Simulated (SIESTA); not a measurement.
A self-consistent single point of TiI3 (R32, 8 atoms in the cell) with SIESTA

Computed with GGA PBE, numerical atomic orbitals DZP, PseudoDojo PBE standard norm-conserving potentials (rewritten from UPF to PSML) in SIESTA 5.4.2.

The input file:

```
# files in the folder: Ti.psml I.psml (PseudoDojo PBE standard)
SystemName  TiI3
SystemLabel TiI3

NumberOfAtoms                8
NumberOfSpecies              2
%block ChemicalSpeciesLabel
  1 22 Ti
  2 53 I
%endblock ChemicalSpeciesLabel
LatticeConstant              7.564143 Ang
%block LatticeVectors
     0.488773414    0.282193502    0.825510438
    -0.488773414    0.282193502    0.825510438
     0.000000000   -0.564386871    0.825510438
%endblock LatticeVectors
AtomicCoordinatesFormat      Fractional
%block AtomicCoordinatesAndAtomicSpecies
     0.237000000    0.237000000    0.237000000  1
     0.763000000    0.763000000    0.763000000  1
     0.430000000    0.570000000    0.000000000  2
     0.000000000    0.430000000    0.570000000  2
     0.570000000    0.000000000    0.430000000  2
     0.070000000    0.930000000    0.500000000  2
     0.500000000    0.070000000    0.930000000  2
     0.930000000    0.500000000    0.070000000  2
%endblock AtomicCoordinatesAndAtomicSpecies

XC.functional                GGA
XC.authors                   PBE
PAO.BasisSize                DZP
PAO.EnergyShift              0.01 Ry
MeshCutoff                   300 Ry
%block kgrid.MonkhorstPack
    3   0   0  0.0
    0   3   0  0.0
    0   0   3  0.0
%endblock kgrid.MonkhorstPack
OccupationFunction           MP
OccupationMPOrder            0
ElectronicTemperature        580.23 K

MaxSCFIterations             150
SCF.Mixer.Method             Pulay
SCF.Mixer.Weight             0.2
SCF.Mixer.History            8
SCF.DM.Tolerance             1.0E-05
Diag.ParallelOverK           true
WriteForces                  true
Charge.Mulliken              end
```

Output, abridged:

```
reinit: Reading from file input.fdf

reinit: System Name: TiI3
reinit: System Label: TiI3

coor:   Atomic-coordinates input format  =     Fractional

siesta: Atomic coordinates (Bohr) and species
siesta:      0.00000   0.00000   8.38978  1        1
siesta:      0.00000   0.00000  27.01015  1        2
siesta:     -0.97812   4.03372  11.79998  2        3
siesta:     -3.00424  -2.86394  11.79998  2        4
siesta:      3.98236  -1.16978  11.79998  2        5
siesta:     -6.00848   0.00000  17.69997  2        6
siesta:      3.00424  -5.20350  17.69997  2        7
siesta:      3.00424   5.20350  17.69997  2        8

siesta: System type = bulk

initatomlists: Number of atoms, orbitals, and projectors:      8   116   228

siesta: ******************** Simulation parameters ****************************
redata: Spin configuration                          = none
redata: Time-Reversal Symmetry                      = T
redata: Number of Atomic Species                    =        2
redata: Mesh Cutoff                                 =   300.0000 Ry
redata: Net charge of the system                    =     0.0000 |e|
redata: Min. number of SCF Iter                     =        0
redata: Max. number of SCF Iter                     =      150
redata: SCF convergence failure will abort job
redata: SCF mix quantity                            = Hamiltonian
redata: Mix DM or H after convergence               =   F
redata: Recompute H after scf cycle                 =   F
redata: Mix DM in first SCF step                    =   T
redata: No kicks to SCF
redata: DM Mixing Weight for Kicks                  =     0.5000
redata: Require Harris convergence for SCF          =   F
redata: Harris energy tolerance for SCF             =     0.000100 eV
redata: Require DM convergence for SCF              =   T
redata: DM tolerance for SCF                        =     0.000010
redata: Require EDM convergence for SCF             =   F
   [... lines left out ...]
diag: Used triangular part                          = Lower
diag: Absolute tolerance                            =  0.100E-15
diag: Orthogonalization factor                      =  0.100E-05
diag: Memory factor                                 =  1.0000

superc: Internal auxiliary supercell:     5 x     5 x     5  =     125
superc: Number of atoms, orbitals, and projectors:   1000  14500  28500

                        Single-point calculation

superc: Internal auxiliary supercell:     5 x     5 x     5  =     125
superc: Number of atoms, orbitals, and projectors:   1000  14500  28500

outcell: Unit cell vectors (Ang):
        3.697152    2.134552    6.244279
       -3.697152    2.134552    6.244279
        0.000000   -4.269103    6.244279

outcell: Cell vector modules (Ang)   :    7.564143    7.564143    7.564143
outcell: Cell angles (23,13,12) (deg):     58.5200     58.5200     58.5200
outcell: Cell volume (Ang**3)        :    295.6702
new_DM -- step:     1
Initializing Density Matrix...

Attempting to read DM from file... Failed...
DM filled with atomic data:

InitMesh: MESH = 72 x 72 x 72 = 373248
InitMesh: Mesh cutoff (required, used) =   300.000   367.454 Ry

stepf: Methfessel-Paxton step function
       Using Hermite-Gauss polynomials of order  0
        iscf     Eharris(eV)        E_KS(eV)     FreeEng(eV)     dDmax    Ef(eV) dHmax(eV)
   scf:    1    -5315.638820    -5331.663573    -5331.677018  1.577484 -2.442580 10.769207
   scf:    2    -5338.125280    -5336.733441    -5336.744720  0.149973 -3.628480  1.177728
   scf:    3    -5336.938566    -5336.854023    -5336.867066  0.028777 -3.764857  0.588890
   scf:    4    -5336.929628    -5336.899349    -5336.913817  0.027501 -3.829065  0.376296
   scf:    5    -5336.889119    -5336.902215    -5336.917111  0.028839 -3.948226  0.378468
   scf:    6    -5336.830192    -5336.890222    -5336.904844  0.013061 -3.854774  0.606401
   [... 3 lines left out ...]
   scf:   10    -5336.911249    -5336.911266    -5336.926033  0.000230 -3.911161  0.007675
   scf:   11    -5336.911287    -5336.911279    -5336.926037  0.000192 -3.910129  0.003073
   scf:   12    -5336.911278    -5336.911279    -5336.926037  0.000042 -3.910421  0.000049
   scf:   13    -5336.911279    -5336.911279    -5336.926037  0.000020 -3.910407  0.000071
   scf:   14    -5336.911279    -5336.911279    -5336.926037  0.000002 -3.910414  0.000010
SCF Convergence by DM+H criterion
max |DM_out - DM_in|         :     0.0000018557
max |H_out - H_in|      (eV) :     0.0000098123
SCF cycle converged after 14 iterations

Using DM_out to compute the final energy and forces

siesta: E_KS(eV) =            -5336.9113

siesta: E_KS - E_eggbox =     -5336.9113

siesta: Atomic forces (eV/Ang):
     1    0.000000   -0.000000    2.168093
     2    0.000000    0.000000   -2.168093
     3   -0.417879    0.000000    0.000000
     4    0.208939   -0.361894    0.000000
     5    0.208939    0.361894   -0.000000
     6    0.622907   -0.000000   -0.000000
     7   -0.311454    0.539454   -0.000000
     8   -0.311454   -0.539454    0.000000
   Tot   -0.000000    0.000000   -0.000000
   Max    2.168093
   Res    0.679742    sqrt( Sum f_i^2 / 3N )
   Max    2.168093    constrained

Stress tensor Voigt[x,y,z,yz,xz,xy] (kbar):      -35.76      -35.76      -18.60        0.00        0.00        0.00
(Free)E + p*V (eV/cell)    -5331.3823
Target enthalpy (eV/cell)    -5336.9260

siesta: Program's energy decomposition (eV):
siesta: Ebs     =     -1177.563182
siesta: Eions   =      8131.358996
siesta: Ena     =      1700.643200
siesta: Ekin    =      1824.324703
siesta: Enl     =       343.110484
siesta: Eso     =         0.000000
siesta: Edftu   =         0.000000
siesta: DEna    =        56.352387
siesta: DUscf   =         0.905721
siesta: DUext   =         0.000000
siesta: Ex      =     -1033.047686
siesta: Ec      =       -97.841092
siesta: Exc     =     -1130.888777
siesta: Eharris =     -5336.911279
siesta: Etot    =     -5336.911279
siesta: FreeEng =     -5336.926037

siesta: Atomic forces (eV/Ang):
siesta:      1    0.000000   -0.000000    2.168093
siesta:      2    0.000000    0.000000   -2.168093
siesta:      3   -0.417879    0.000000    0.000000
siesta:      4    0.208939   -0.361894    0.000000
siesta:      5    0.208939    0.361894   -0.000000
siesta:      6    0.622907   -0.000000   -0.000000
siesta:      7   -0.311454    0.539454   -0.000000
siesta:      8   -0.311454   -0.539454    0.000000
siesta: ----------------------------------------
   [... lines left out ...]
siesta: Cell volume =        295.670181 Ang**3
siesta:          30.04034382         78.18827361  kBar
   [... lines left out ...]

Species: Ti
Atom  Qatom  Qorb
               3s      4s      4s      3py     3pz     3px     4py     4pz
               4px     3dxy    3dyz    3dz2    3dxz    3dx2-y2 3dxy    3dyz
               3dz2    3dxz    3dx2-y2
   1 12.837   1.986   0.711   0.030   2.000   2.002   2.000   0.463   0.465
              0.463   0.637   0.648   0.613   0.648   0.637  -0.091  -0.099

             -0.086  -0.099  -0.091
   2 12.837   1.986   0.711   0.030   2.000   2.002   2.000   0.463   0.465
              0.463   0.637   0.648   0.613   0.648   0.637  -0.091  -0.099

             -0.086  -0.099  -0.091

Species: I
Atom  Qatom  Qorb
               5s      5s      5py     5pz     5px     5py     5pz     5px
               5Pdxy   5Pdyz   5Pdz2   5Pdxz   5Pdx2-y2
   3  6.838   1.674   0.108   1.411   1.548   1.860   0.120   0.067  -0.047
              0.027   0.010   0.024   0.020   0.016
   4  6.838   1.674   0.108   1.748   1.548   1.524  -0.005   0.067   0.079
   [... 9 lines left out ...]

mulliken: Qtot =       66.000

Mulliken Atomic Populations:
Atom #   charge [q] valence [e]  Species
     1    -0.836851   12.836851  Ti
     2    -0.836851   12.836851  Ti
     3     0.162204    6.837796  I
     4     0.162204    6.837796  I
     5     0.162204    6.837796  I
     6     0.395696    6.604304  I
     7     0.395696    6.604304  I
     8     0.395696    6.604304  I
 Total    -0.000000
```

The run converged in 14 iterations.

The starting cell was generated: these elements placed on a structure prototype, without a prior relaxation; it need not be a known phase or ordering of this composition. Spin polarisation is off, so a magnetic state, if there is one, cannot be reached. Values carry the incompleteness of an atom-centred basis. With a pressure of about 3 GPa the cell is away from its equilibrium volume at this level. Forces in this geometry exceed 1 eV/Å.
